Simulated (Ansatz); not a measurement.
## Quick settings and what they miss: Te4Pb5Se (I4/mmm, 10 atoms in the cell)

Self-consistent single point.

```
Te4Pb5Se
1.0
   -2.32249     2.32249    16.69417
    2.32249    -2.32249    16.69417
    2.32249     2.32249   -16.69417
Te Pb Se
4 5 1
Direct
  0.90024   0.90024   0.00000
  0.09976   0.09976   0.00000
  0.30056   0.30056   0.00000
  0.69944   0.69944   0.00000
  0.20008   0.20008   0.00000
  0.79992   0.79992   0.00000
  0.40237   0.40237   0.00000
  0.59763   0.59763   0.00000
  0.00000   0.00000   0.00000
  0.50000   0.50000   0.00000
```

Computed with PBEsol, PAW files made with PBE (plane waves; Ansatz, a quantum-chemistry and plane-wave program).

Base settings: basis.ecutwfc = 420 eV; kpoints.mp_grid.grid = 7 7 7; hamiltonian.xc = pbesol; hamiltonian.pseudopotentials = {kind: paw} (the program's default PAW files); scf.occupations.method = gaussian; scf.occupations.width = 0.05 eV.

Tight run (finer mesh or higher cutoff; not a proven limit): basis.ecutwfc: 420 eV → 590 eV; kpoints.mp_grid.grid: 7 7 7 → 10 10 10; scf.convergence.dr2_threshold: default (1e-07 eV) → 1e-09 eV. It gave top of the valence band (on the code's own zero) 7.19 eV; gap on the k-point mesh 0.66 eV; pressure -3.74 GPa; largest force (vector length) 0.106 eV/Å.

Quick runs, as changes from the base:
- A: the base itself
- B: basis.ecutwfc: 420 eV → 295 eV; kpoints.mp_grid.grid: 7 7 7 → 8 8 8; scf.occupations.width: 0.05 eV → 0.136 eV; scf.convergence.dr2_threshold: default (1e-07 eV) → 0.001 eV
- C: basis.ecutwfc: 420 eV → 250 eV; kpoints.mp_grid.grid: 7 7 7 → 3 3 3; kpoints.mp_grid.shift: default → 0.5 0.5 0.5
- D: kpoints.mp_grid.grid: 7 7 7 → 4 4 4; scf.occupations.method: gaussian → methfessel_paxton; scf.occupations.width: 0.05 eV → 0.136 eV; kpoints.mp_grid.shift: default → 0.5 0.5 0.5
- E: basis.ecutwfc: 420 eV → 335 eV; kpoints.mp_grid.grid: 7 7 7 → 6 6 6; scf.occupations.method: gaussian → fermi_dirac; scf.occupations.width: 0.05 eV → 0.272 eV; kpoints.mp_grid.shift: default → 0.5 0.5 0.5
- F: basis.ecutwfc: 420 eV → 295 eV; kpoints.mp_grid.grid: 7 7 7 → 4 4 4; scf.occupations.method: gaussian → fermi_dirac; scf.occupations.width: 0.05 eV → 0.5 eV; kpoints.mp_grid.shift: default → 0.5 0.5 0.5

Energies are extrapolated to zero smearing width, which holds to low order in the width alone.

Dashes: time of C, D, F, under 30 s; gap of E, F, left out as unsure on this mesh or at this smearing.

Gaps are read on each run's own mesh, which may miss the band edges.

The count of work is k-points × plane waves × bands × iterations; it is no time. Core times come from one kind of shared machine and are given to one figure; runs under 30 s give none.

Pressures in the table are Ansatz's without its Pulay estimate, at a fixed set of plane waves; the tight run's value above holds the estimate.

The starting cell comes from a database of computed structures (which also holds hypothetical and non-ambient phases and stackings), without a prior relaxation at this level. Its lattice was rescaled by a random factor within 2.5 % of one. Spin-orbit coupling is off. In the base run, with a pressure of about -4 GPa the cell is away from its equilibrium volume at this level.

| run | energy less tight (meV/atom) | pressure less tight (GPa) | largest miss in a force vector (eV/Å) | gap on the mesh less tight (eV) | count of work / tight | core time / tight (rough) |
|---|---|---|---|---|---|---|
| A | 0.8 | -0.02 | 0.001 | 0.148 | 0.14 | 0.2 |
| B | 57.7 | -2.98 | 0.008 | 0.002 | 0.12 | 0.2 |
| C | 585.5 | -21.71 | 0.021 | 0.567 | 0.0086 | – |
| D | 3.7 | -0.03 | 0.001 | 0.086 | 0.038 | – |
| E | 16.1 | -0.23 | 0.042 | – | 0.090 | 0.1 |
| F | 122.0 | -2.48 | 0.056 | – | 0.034 | – |

Among the runs at the tight run's level, the energy misses run from 0.8 to 585.5 meV/atom.

Keys are those of Ansatz 0.2.
